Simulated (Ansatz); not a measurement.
# F on the 1x1 (101) surface of anatase TiO2 (cut with top plane O), one in a 2x1 cell, started at the site 'over Ti at depth 0.9 Å'

Host crystal: anatase TiO2, with a band gap (PBE, scalar-relativistic without spin-orbit coupling).

Method: r2SCAN, at the PBE geometry and the start's symmetry (plane waves to 500 eV, PAW; Ansatz, an electronic-structure program).

Set-up: 37 atoms, 9.4 Å thick at the start under the adsorbate (thin: gaps and levels are the slab's own); mesh 3x4x1; 0.01 eV smearing; dipole correction on; single point; no symmetry held, on the structure that PBE left; spin-polarised, ending with about 1.0 μB a cell, a value that depends on the mesh; orders that need a larger cell were not tried, no spin-orbit, no U, no dispersion correction. The slab shows no gap over 0.04 eV on its mesh. The program's check for a lower electronic state was not made. At the end it is bonded to Ti. In PBE it is, or lies within 0.03 eV of, the lowest of the starts that converged; the order may differ at this level.

```yaml
adsorption energy against ½ F2(g) at the same level: -0.77 eV
work_function_of_the_top_face: 8.93 eV
change_of_the_step_from_the_bottom_to_the_top_vacuum_level_against_the_clean_slab: 1.19 eV
height of the binding atom over the mean of the host atoms within 0.3 Å of the top one: 2.264 bohr
nearest_host_atoms_of_the_binding_atom: Ti at 1.77 Å, O at 2.73 Å, O at 2.74 Å
note: in the relaxation the adsorbate left its starting site by 0.8 Å
cost: around 14 core-minutes (rough)
```

A negative adsorption energy means that the adsorbate is more stable on the surface than in its reference.
